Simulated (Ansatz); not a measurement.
Take Pt in the fcc (Cu type) structure (space group Fm-3m, No. 225; relaxed with 0.1 eV smearing) as the base.

```xyz
1
Lattice="0.0000 1.9477 1.9477 1.9477 0.0000 1.9477 1.9477 1.9477 0.0000" Properties=species:S:1:pos:R:3 pbc="T T T"
Pt     0.0000     0.0000     0.0000
```

Method: plane-wave PAW DFT at the LDA level (Ansatz, a quantum-chemistry and plane-wave program, 420 eV), no spin-orbit coupling.

Before the change:

```
Property   Result
--------  -------
Pressure  0.0 GPa
```

Now apply this change: the cell is scaled by 0.9800 in all directions; the atoms relax in the strained cell.

What happens to the energy relative to the base?

The energy grows by 55 meV/atom.

How does this affect the pressure?

The pressure goes from zero to 21.7 GPa.

Stability against distortions was not tested. All final runs are without spin polarisation.
